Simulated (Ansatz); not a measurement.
Data:

```yaml
crystal:
  lattice:
    - [0.00000, 2.13656, 2.15109]
    - [2.13656, 0.00000, 2.15109]
    - [2.13656, 2.13656, 0.00000]
  atoms:
    - { symbol: Ti, position: [0.00000, 0.00000, 0.00000] }
    - { symbol: C, position: [0.50000, 0.50000, 0.50000] }
```

These are PBEsol, DFPT electron-phonon coupling, linearised Boltzmann equation (plane waves, PAW, scalar-relativistic; Ansatz, a first-principles code) values and carry that method's errors. Condition of this run: biaxial stress xx = yy = 3 GPa (compression positive) (the target of the relaxation). Cell: relaxed with this functional, without spin-orbit coupling, then loaded as said.

What phonon-limited resistivity does this give at 300 K?

11.9 (x), 11.9 (y), 12.2 (z) μΩ·cm.

A metal at this level (no band gap). Only scattering by harmonic phonons is included (no impurities, grain boundaries, electron-electron scattering or thermal expansion). Spin-orbit coupling is left out. Halving the electron mesh (32x32x32) moves the resistivity by up to 4 % at 300 K. Smearing 0.20 eV; phonons on a 6x6x6 q mesh, which this run doesn't test.
